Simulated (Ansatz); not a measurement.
## TiO2 under a change: pressure 0.3 GPa

Take TiO2 in the anatase structure (space group I4_1/amd, No. 141; a = 3.778 Å, c = 9.584 Å) as the base.

Now apply this change: a hydrostatic pressure of 0.3 GPa.

Computed with plane-wave PAW DFT at the r2SCAN level (Ansatz, a quantum-chemistry and plane-wave program, 500 eV), spin-orbit coupling left out. Γ-centred 12×12×12 mesh, Fermi–Dirac width 0.05 eV.

- Volume per atom: 11.38 Å³ (base 11.40 Å³)
- Density: 3.88 g/cm³ (base 3.88 g/cm³)
- Lattice parameter a: 3.777 Å (base 3.778 Å)
- c/a ratio: 2.535 (base 2.537)
- Shortest interatomic distance: 1.932 Å (base 1.933 Å)
- Band gap: 2.53 eV (base 2.53 eV)
- Gap character: indirect, Γ–X (87 % along) → Γ (base indirect, Γ–X (87 % along) → Γ)
- Smallest direct gap: 2.87 eV (base 2.87 eV)
- Width of the top valence band: 0.87 eV (base 0.87 eV)

Cost of the whole job for the changed cell (relaxation, final SCF and bands): about 4 core-minutes (a rough figure).

Load acts through the strain it causes; cell and atoms are relaxed under it. Stability against distortions was not tested. All final runs are without spin polarisation.
